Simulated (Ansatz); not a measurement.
The parent structure is GaN in the zinc blende structure (space group F-43m, No. 216).

```yaml
crystal:
  lattice:
    - [0.00000, 2.24908, 2.24908]
    - [2.24908, 0.00000, 2.24908]
    - [2.24908, 2.24908, 0.00000]
  atoms:
    - { symbol: N, position: [0.75000, 0.75000, 0.75000] }
    - { symbol: Ga, position: [0.00000, 0.00000, 0.00000] }
```

Levels (all Ansatz, an electronic-structure program, PAW, earlier PAW set): r2SCAN (500 eV, no SOC); HSE06 (420 eV, no SOC).

Its gap is 2.17 eV with r2SCAN and 3.00 eV with HSE06.

One thing is altered: hydrostatic tension (pressure −2 GPa).

With r2SCAN the gap becomes 2.10 eV.

Task: If the HSE06 correction stayed the same, what would the HSE06 gap be, and what does the HSE06 run give?

Result: A rigid correction of +0.83 eV gives 2.93 eV. The HSE06 run gives 2.92 eV, so the two effects roughly add.

Single points use the geometry relaxed with r2SCAN. Load acts through the strain it causes; cell and atoms are relaxed under it. No phonon test of stability was made. This is not the structure that GaN has at room temperature and ambient pressure.
